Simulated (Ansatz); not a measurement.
Base system: Ti₃Al (space group P6_3/mmc, No. 194; a = 5.756 Å, c = 4.655 Å).

Computed with PBE/PAW in Ansatz (an electronic-structure program), no spin-orbit coupling.

For the base:

```
Item            Value
---------  ----------
Density    4.24 g/cm³
c/a ratio       0.809
```

Perturbation: cell and atoms relaxed at a pressure of 15 GPa.

**Question.** How does this affect the density and c/a ratio?

**Answer.** The density goes up by 0.48 g/cm³, from 4.24 g/cm³ to 4.72 g/cm³; the c/a ratio rises by 0.004 (0.809 → 0.813).

Load acts through the strain it causes; cell and atoms are relaxed under it. Whether these cells are dynamically stable was not tested. Competing high-pressure phases were not computed. All final runs are without spin polarisation.
